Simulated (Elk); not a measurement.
Band structure of Mg3Sn (I4/mmm, 4 atoms in the cell).

```xyz
4
Lattice="-2.2315 2.2315 4.4998 2.2315 -2.2315 4.4998 2.2315 2.2315 -4.4998" Properties=species:S:1:pos:R:3 pbc="T T T"
Mg     0.0000     0.0000     4.4998
Mg     2.2315     0.0000     2.2499
Mg     0.0000     2.2315     2.2499
Sn     0.0000     0.0000     0.0000
```

Computed with PBEsol, all-electron FP-LAPW, Elk's shipped species files, LAPW+lo basis in Elk.

Settings: xctype = 22; rgkmax = 8; stype = 0; swidth = 0.00999582 Ha; ngridk = 8 8 8; gmaxvr = 14 1/bohr; nxoapwlo = 1.

The starting cell comes from a database of computed structures (which also holds hypothetical and non-ambient phases and stackings), without a prior relaxation at this level. Values depend on the basis (sphere radii, cutoffs, local orbitals), which need not be converged.

Levels in eV from the Fermi level, bands 22 to 29:
```tsv
point	22	23	24	25	26	27	28	29
Γ	-1.77	-1.56	-0.49	-0.49	1.21	1.35	1.35	1.63
X	-4.37	-3.18	-2.69	-2.50	-1.43	1.68	3.02	3.46
Y	-4.14	-3.81	-3.76	-1.08	0.03	1.93	3.22	3.68
S	-4.94	-4.79	-0.65	0.88	1.34	1.97	3.05	3.92
Z	-5.86	-1.54	-1.54	-0.87	0.74	4.61	5.39	5.39
S1	-4.94	-4.79	-0.65	0.88	1.34	1.97	3.05	3.92
N	-5.48	-2.54	-2.08	-0.10	1.74	1.81	2.44	4.33
P	-3.94	-3.94	-3.33	-0.65	-0.57	0.21	0.21	6.44
Y1	-4.14	-3.81	-3.76	-1.08	0.03	1.93	3.22	3.68
```

Bands cross the Fermi level along this path, so the cell is metallic at this level.
